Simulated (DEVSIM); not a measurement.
System: illuminated GaAs p-on-n cell, one wavelength, at 300 K.

Layer 1 from the left is GaAs, thickness (μm) 0.270, Na (cm⁻³) 5.7e17, τn (s) 1.6e-10, τp (s) 3e-10, absorption coefficient (cm⁻¹) 20000. Layer 2 from the left is GaAs, thickness (μm) 3.00, Nd (cm⁻³) 1.6e16, τn (s) 9.9e-10, τp (s) 9.9e-10, absorption coefficient (cm⁻¹) 20000.

Left contact: ohmic, minority electron recombination velocity 1000 cm/s. Right contact: ohmic, minority hole recombination velocity 20 cm/s. Voltage is applied to the left contact. Recombination: SRH at mid-gap, radiative, Auger. Light enters at the left, 2.3e16 photons cm⁻² s⁻¹, one pass, no reflection. Mobility is μmin + (μ − μmin)/(1 + (N/Nref)^α).

Constants are typed, rounded textbook-type inputs, not results; the design itself was drawn at random and stands for no fabricated device. Values at 300 K.

GaAs: gap (eV) 1.424, affinity (eV) 4.07, permittivity 12.9, Nc (cm⁻³) 4.7e17, Nv (cm⁻³) 9e18, μn (cm²/Vs) 8500, μp (cm²/Vs) 400, μn,min 500, μp,min 20, Nref,n 6e16, Nref,p 1.5e17, αn 0.39, αp 0.38, B (cm³/s) 2e-10, Cn (cm⁶/s) 1e-30, Cp (cm⁶/s) 1e-30.

Simulated with DEVSIM: 1D drift-diffusion, Boltzmann statistics, complete ionisation; no tunnelling, impact ionisation, image-force lowering or self-heating.

Question: What does the simulation give for the fill factor, the potential step across the device at zero bias?

Answer: fill factor 0.76; potential step across the device at zero bias 1.265 V.
